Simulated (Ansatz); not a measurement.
Consider Rh vacancy in fcc Rh, neutral cell. The step: one Rh atom jumps into the vacancy from a nearby Rh site; the atom moves 2.67 Å along (0.00, 0.49, -0.49) of the unit cell; the moving atom starts with neighbours 4 Rh at 2.69, 2 Rh at 2.71, 4 Rh at 2.72, Rh at 2.73 Å and ends with 4 Rh at 2.69, 2 Rh at 2.71, 4 Rh at 2.72, Rh at 2.73 Å. DFT values are from Ansatz (plane-wave PAW, 420 eV unless said) in a cell of 32 host sites, spin-restricted, static, with no finite-size correction. Forms of the defect that were not tried may lie lower. For the PBE band: the saddle point's order was not checked, and it lies on a symmetry element of the cell, where a band can be held.

| Level | Forward barrier (eV) | Cost of the band or of the saddle's single point |
|---|---|---|
| CHGNet universal potential (has no charge state), its own band | 0.67 | - |
| PBE, a 2×2×2 k-point mesh shifted by half a step, band relaxed | 1.81 | roughly 11 core-minutes |
| PBE, a 4×4×4 k-point mesh shifted by half a step, same geometries | 1.84 | about 6 core-minutes (a rough figure) |
| r2SCAN at 500 eV, a 2×2×2 k-point mesh shifted by half a step, same geometries | … | about 2.5 core-minutes (a rough figure) |

Complete the blanks.


- r2SCAN at 500 eV, a 2×2×2 k-point mesh shifted by half a step, same geometries, Forward barrier (eV): 1.73

Ansatz is a quantum-chemistry and plane-wave program.
